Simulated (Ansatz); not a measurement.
A calculation on cubic perovskite SrVO3 returned elastic constant C11 385 GPa, elastic constant C44 127 GPa, Voigt–Reuss–Hill shear modulus 127 GPa.

Task: Which level of theory produced these numbers?
A) r²SCAN (Ansatz (a program for electronic structure))
B) LDA (Ansatz)
C) PBE+U (Ansatz)
D) r²SCAN+U (Ansatz)

Result: B, LDA (Ansatz)

The others give: r²SCAN+U 310 GPa, 105 GPa, 95.8 GPa; r²SCAN 346 GPa, 129 GPa, 120 GPa; PBE+U 296 GPa, 108 GPa, 99.6 GPa.

Unless a cell is named, each level is at its own relaxed cell (LDA 10.74, PBE+U 11.54, r²SCAN 11.22, r²SCAN+U 11.27 Å³/atom).

The crystal itself was run without spin with r²SCAN+U, r²SCAN, PBE+U, LDA; a magnetic state was not tried in these runs.

Ansatz's density-functional and Hartree–Fock values are scalar-relativistic unless marked +SOC, with PAW data made under PBE.
